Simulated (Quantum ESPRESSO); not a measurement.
A self-consistent single point of Cs (Im-3m, 1 atom in the cell) with Quantum ESPRESSO.

Computed with PBEsol, GBRV 1.5 ultrasoft (PBESOL) pseudopotentials (plane waves; Quantum ESPRESSO 7.5).

```
CELL_PARAMETERS angstrom
     -3.03475     3.03475     3.03475
      3.03475    -3.03475     3.03475
      3.03475     3.03475    -3.03475
ATOMIC_POSITIONS crystal
  Cs 0.00000 0.00000 0.00000
```

Reference input (self-consistent single point, DFT, PBEsol, plane waves, PseudoDojo standard norm-conserving (PBESOL) pseudopotentials): ecutwfc = 50 Ry; occupations = smearing; smearing = gauss; degauss = 0.0073499 Ry; potentials = {Cs: Cs.upf}; K_POINTS = automatic 5 5 5 0 0 0; conv_thr = 1e-08 Ry; mixing_beta = 0.7. This run's input differs from it in these lines:

```diff
@@ -12,3 +12,4 @@
   ntyp = 1
-  ecutwfc = 50
+  ecutwfc = 18
+  ecutrho = 90
   occupations = 'smearing'
@@ -22,3 +23,3 @@
 ATOMIC_SPECIES
-Cs   132.9055  Cs.upf
+Cs   132.9055  cs_pbesol_v1.uspp.F.UPF
 ATOMIC_POSITIONS crystal
```

Output, abridged:

```
     Self-consistent Calculation

     iteration #  1     ecut=    18.00 Ry     beta= 0.70

     Threshold (ethr) on eigenvalues was too large:
     Diagonalizing with lowered threshold

     total energy              =     -62.89409262 Ry
     estimated scf accuracy    <       0.00155859 Ry

     iteration #  2     ecut=    18.00 Ry     beta= 0.70

     total energy              =     -62.89442533 Ry
     estimated scf accuracy    <       0.00006552 Ry

     iteration #  3     ecut=    18.00 Ry     beta= 0.70

     total energy              =     -62.89443678 Ry
     estimated scf accuracy    <       0.00000577 Ry

     iteration #  4     ecut=    18.00 Ry     beta= 0.70

     total energy              =     -62.89443874 Ry
     estimated scf accuracy    <       0.00000017 Ry

     iteration #  5     ecut=    18.00 Ry     beta= 0.70

     total energy              =     -62.89443874 Ry
     estimated scf accuracy    <       0.00000015 Ry

     iteration #  6     ecut=    18.00 Ry     beta= 0.70
     End of self-consistent calculation

     the Fermi energy is     2.3398 ev

!    total energy              =     -62.89443878 Ry
     estimated scf accuracy    <          5.7E-10 Ry
     smearing contrib. (-TS)   =      -0.00070658 Ry
     internal energy E=F+TS    =     -62.89373220 Ry

     convergence has been achieved in   6 iterations

     Forces acting on atoms (cartesian axes, Ry/au):

     atom    1 type  1   force =     0.00000000    0.00000000    0.00000000

     Total force =     0.000000     Total SCF correction =     0.000000

          total   stress  (Ry/bohr**3)                   (kbar)     P=       -0.96
  -0.00000651   0.00000000   0.00000000           -0.96        0.00        0.00
   0.00000000  -0.00000651   0.00000000            0.00       -0.96        0.00
   0.00000000   0.00000000  -0.00000651            0.00        0.00       -0.96

   JOB DONE.
```

The run converged in 6 iterations. Against the reference run the pressure moves little (-0.07 to -0.10 GPa).

The starting cell has typed, rounded lattice constants, without a prior relaxation at this level. Its lattice was rescaled by up to half a per cent.
